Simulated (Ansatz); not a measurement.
An Ansatz (a quantum-chemistry and plane-wave program) input (DFT with r2SCAN+rVV10, PAW potentials and a 500 eV plane-wave cutoff in Ansatz, without spin-orbit coupling):

Ansatz 0.2 input:
```yaml
crystal:
  lattice:
    - [1.2501191318, 0.7217566173, 3.2523273458]
    - [-1.2501191318, 0.7217566173, 3.2523273458]
    - [0, -1.4435132345, 3.2523273458]
  atoms:
    - { symbol: B, position: [0.9996968683, 0.9996968683, 0.9996968683] }
    - { symbol: N, position: [0.3327361317, 0.3327361317, 0.3327361317] }
basis: { ecutwfc: 500, ecutrho_ratio: 4, xc_grid: 4, fft_grid_basis: typed }
kpoints: { mp_grid: { grid: [15, 15, 15] } }
hamiltonian:
  xc: r2scan
  dispersion: rvv10
  pseudopotentials: { kind: paw }
scf: { occupations: { method: fermi_dirac, width: 0.05 }, convergence: { dr2_threshold: 0.0000000002 } }
output: { forces: true, stress: true }
```

Task: Which symmetry and how many k-points will the program report, and about how many plane waves at Γ?

Result: Space group R3m (ITA 160) with 6 operations, k-points 344 of 3375, and 449 plane waves at Γ.

Whether these cells are dynamically stable was not tested. The cell is BN (space group R3m, No. 160; a cell from a computed database, its experimental status unchecked; layered, stacked along the Cartesian z axis).
